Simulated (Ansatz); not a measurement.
**Effect of O → Cl on KTaO3**

The parent structure is KTaO$_{3}$ in the cubic perovskite structure (space group Pm-3m, No. 221; a = 4.0232 Å).

It is then changed as follows: full substitution O → Cl, then cell and atoms are relaxed.

Level of theory: PBE, PAW, 420 eV (Ansatz, a quantum-chemistry and plane-wave program; spin-orbit coupling left out), earlier PAW set. k-mesh 10×10×10 (Γ-centred); smearing 0.05 eV (Fermi–Dirac), for the changed cell.

```tsv
quantity	base	changed	shift
volume per atom	13.02 Å³	24.40 Å³	+11.38 Å³
density	6.84 g/cm³	4.44 g/cm³	-2.393 g/cm³
space group	Pm-3m (No. 221)	Pm-3m (No. 221)	–
shortest interatomic distance	2.012 Å	2.480 Å	+0.468 Å
band gap	2.17 eV	zero	–
```

Final structure:

```
CELL_PARAMETERS angstrom
      4.95991     0.00000     0.00000
      0.00000     4.95991     0.00000
      0.00000     0.00000     4.95991
ATOMIC_POSITIONS crystal
  K  0.00000 0.00000 0.00000
  Ta 0.50000 0.50000 0.50000
  Cl 0.00000 0.50000 0.50000
  Cl 0.50000 0.50000 0.00000
  Cl 0.50000 0.00000 0.50000
```

With Ta present, leaving out spin-orbit coupling can change the band edges. No phonon test of stability was made. As relaxed here, KTaCl3 is a hypothetical phase, not in the database extracts checked. No Hubbard U is applied, and correlation can decide whether such a compound is a metal. The final runs are not spin-polarised. An odd electron count without spin: KTaCl3. KTaCl3 has a high density of states at the Fermi level and may be magnetic at this level.
